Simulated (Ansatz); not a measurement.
The reference is Ru in the hcp (Mg type) structure (space group P6_3/mmc, No. 194; a = 2.7219 Å, c = 4.2940 Å; relaxed with 0.1 eV smearing).

Computed with Kohn–Sham DFT with the PBE functional, run in Ansatz (a quantum-chemistry and plane-wave program) with PAW and 420 eV plane waves, spin-orbit coupling left out.

Before the change:

The pressure comes out as 0.0 GPa and the band gap is zero.

Perturbation: an isotropic linear strain of −2.00 %, atoms relaxed at fixed cell.

How does this affect the pressure?

The pressure (mean of the normal stresses, compression positive) goes from zero to 21.8 GPa.

Estimate the effect on the energy relative to the base.

The energy increases by 52 meV/atom.

How does this affect the band gap?

The band gap remains zero.

Whether these cells are dynamically stable was not tested. All final runs are without spin polarisation.
